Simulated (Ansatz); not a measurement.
An Ansatz (an electronic-structure program) run: CdGeAs2 with a change (pressure 15 GPa); DFT with PBEsol, PAW potentials and a 420 eV plane-wave cutoff in Ansatz, no spin-orbit coupling.

Input:

Ansatz 0.2 input:
```yaml
crystal:
  lattice:
    - [-2.8733906504, 2.8733906504, 5.3948989435]
    - [2.8733906504, -2.8733906504, 5.3948989435]
    - [2.8733906504, 2.8733906504, -5.3948989435]
  atoms:
    - { symbol: Cd, position: [0, 0, 0] }
    - { symbol: Cd, position: [0.75, 0.25, 0.5] }
    - { symbol: Ge, position: [0.5, 0.5, 0] }
    - { symbol: Ge, position: [0.25, 0.75, 0.5] }
    - { symbol: As, position: [0.875, 0.8506076693, 0.4756076693] }
    - { symbol: As, position: [0.1493923307, 0.625, 0.0243923307] }
    - { symbol: As, position: [0.375, 0.3993923307, 0.5243923307] }
    - { symbol: As, position: [0.6006076693, 0.125, 0.9756076693] }
basis: { ecutwfc: 420, ecutrho_ratio: 4, xc_grid: 2, fft_grid_basis: typed }
kpoints: { mp_grid: { grid: [8, 8, 8] } }
hamiltonian:
  xc: pbesol
  dispersion: none
  pseudopotentials: { kind: paw }
scf: { occupations: { method: fermi_dirac, width: 0.05 } }
relax: { f_tol: 0.01, max_steps: 60, cell: { stress_tol: 0.02, p_target: 15.0 } }
output: { forces: true, stress: true }
checkpoint: { write: state.ck, write_every: 1000 }
```

Output (explanatory and most iteration lines left out):

```
Relaxation: its limit of steps is 60 (relax.max_steps)
Pseudopotential: Cd, paw, valence charge 20
Pseudopotential: Ge, paw, valence charge 14
Pseudopotential: As, paw, valence charge 15
Crystal: 8 atoms, lattice volume = 178.169 Å³
Basis set: ecut = 420 eV, 3531 PW (Γ), exchange–correlation on 96×96×96 points (8 copies of the dense FFT grid, shifted against one another)
Bands: 77, of which v1, the nominal top of the filled ones, is band 64 counted from 1 (63 counted from 0)
Symmetry: 8 space group operations
Space group: I-42d (ITA 122), of the structure as read, at distance tolerance 5.6e-5 Å
k-points: 59 of 512 (time reversal used)
Functional: x = pbesol(κ = 0.804, μ = 0.12345679012345678), c = pbesol(β = 0.046)
SCF iter   1: F=—  HF=-44127.126508 eV  |F-HF|=—  |Δ(HF+E_count)|=         —  Δρ=3.78e-3  dr2=2.66e-2  ethr=1.77e-3  ⟨swp⟩=5.9  Hψ=15484  notcnv=0  defer=17
SCF iter   2: F=—  HF=-44127.119893 eV  |F-HF|=—  |Δ(HF+E_count)|=   6.62e-3  Δρ=1.45e-3  dr2=4.74e-3  ethr=2.08e-5  ⟨swp⟩=3.0  Hψ=9374  notcnv=0  defer=96
SCF 1 converged in 7 iterations: F = -44127.119170 eV  dr2 = 1.23e-8
relax step   1: F+E_penalty+E_count = -44127.11916985 eV  Δ(F+E_penalty+E_count) = +0.000e0 eV  max|allowed force component| = 6.038e-4 eV/Å  Δτ_max = 0.0000 Å  P = +8.997 GPa  Ω = 178.169 Å³  (7 SCF iters, dr2 threshold 1.00e-7 eV, accepted)
[... steps on the carried basis left out ...]
relax step   7: F+E_penalty+E_count = -44126.42437620 eV  Δ(F+E_penalty+E_count) = +1.850e-3 eV  max|allowed force component| = 2.950e-5 eV/Å  Δτ_max = 0.0000 Å  P = +15.000 GPa  Ω = 168.789 Å³  stress off target by 3.80e-3 GPa  SCF on the basis re-selected at this cell (its energy is not comparable with the rows above)  (7 SCF iters)
SCF converged after 7 iterations
Free energy (F): -44126.424376 eV
Internal energy: -44126.424364 eV  (E = F + TS)
E sigma→0 (E₀):  -44126.424370 eV
Entropy (-TS):   -0.000013 eV (-0.002 meV/atom)
Fermi energy:    11.648564 eV
--- Forces (eV/Å), atoms counted from 1 ---
  atom   1  Cd     0.00000000     0.00000000    -0.00000000
  atom   2  Cd     0.00000000    -0.00000000    -0.00000000
  atom   3  Ge    -0.00000000     0.00000000     0.00000000
  atom   4  Ge     0.00000000     0.00000000     0.00000000
  atom   5  As    -0.00002950     0.00000000     0.00000000
  atom   6  As    -0.00000000     0.00002950     0.00000000
  atom   7  As     0.00002950     0.00000000     0.00000000
  atom   8  As    -0.00000000    -0.00002950     0.00000000
--- Stress (GPa, compression-positive) ---
       15.001881       0.000000       0.000000
        0.000000      15.001881      -0.000000
        0.000000      -0.000000      14.996199
  P = ⅓ Tr σ = 15.0000 GPa (150.000 kbar)
--- Relaxed structure (6 steps of the walk, 6 accepted, 1 SCFs on fresh bases) ---
  cell:  # Å, volume = 168.7890 Å³
    - [-2.8366054364338757, 2.8366054364338757, 5.244286403067639]
    - [2.8366054364338757, -2.8366054364338757, 5.244286403067639]
    - [2.8366054364338757, 2.8366054364338757, -5.244286403067639]
  atoms:
    - { symbol: Cd, position: [-1.5328828765796795e-19, -2.358281348581882e-21, -1.5564656900654982e-19] }
    - { symbol: Cd, position: [0.75, 0.25000000000000006, 0.5] }
    - { symbol: Ge, position: [0.5, 0.5, -1.5564656900655562e-19] }
    - { symbol: Ge, position: [0.25000000000000006, 0.75, 0.5] }
    - { symbol: As, position: [0.875, 0.8508301139453268, 0.4758301139453268] }
    - { symbol: As, position: [0.1491698860546732, 0.6250000000000001, 0.024169886054673212] }
    - { symbol: As, position: [0.375, 0.39916988605467335, 0.5241698860546733] }
    - { symbol: As, position: [0.6008301139453269, 0.12499999999999994, 0.9758301139453269] }
```

Load acts through the strain it causes; cell and atoms are relaxed under it. No phonon test of stability was made. No other phases were tried under pressure. The cell was made from CdGeAs2 in the chalcopyrite structure (space group I-42d, No. 122) by this change: pressure 15 GPa.
